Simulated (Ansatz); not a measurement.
Amorphous hafnium silicate (Hf$_{18}$O$_{38}$Si), 57 atoms at 8.61 g/cm³, one PBE-relaxed geometry, zone centre. Methods: PBE, scalar-relativistic without spin-orbit coupling (Ansatz, a program for electronic structure); r2SCAN, scalar-relativistic without spin-orbit coupling (Ansatz); HSE06, scalar-relativistic without spin-orbit coupling (Ansatz). Plane waves to 420 eV (r2SCAN 500 eV); exact exchange is cut at the cell's faces. At PBE the levels at the filled edge of the gap are localised (band-tail or defect states). All rungs ran without spin polarisation.

It comes from a melt-quench run on a machine-learned potential (CHGNet), relaxed afterwards by DFT. O atoms were pushed apart under 1.9 Å during the dynamics, to hinder bonds among them. The hot cell started wider than the set density and was brought back towards it in steps. It is the lowest in DFT energy of 2 quenches. It is a model cell: composition and starting density were chosen by hand, and all elements were melted together. No dispersion term was used. Its density started from a set value of 8.61 and ended at 8.61 g/cm³. The simulated quench (nominally 380 K/ps over its main leg) is rapid and tends to freeze in more defects than a deposited or slowly cooled glass has. A cell of this size samples the disorder only roughly. The volume was held where the preparation left it and the shape relaxed, at a PBE pressure of -2.1 GPa (tension). Stress components on the final sampling reach 2.1 GPa.

The relaxation ran on the zone centre alone. At PBE the level gap is 3.92 eV on a 2×2×2 Γ-centred mesh, and the spacing at the zone centre alone 3.92 eV.

Q: What zone-centre spacing does r2SCAN give, roughly?

A: 4.38 eV (+0.46 eV against PBE).

Q: What zone-centre spacing does HSE06 give, roughly?

A: 5.45 eV (+1.53 eV against PBE).

The highest filled and the lowest empty state spread over these numbers of atoms (participation numbers): PBE: 6.3 and 34.1; r2SCAN: 6.0 and 33.7; HSE06: 6.0 and 38.2.
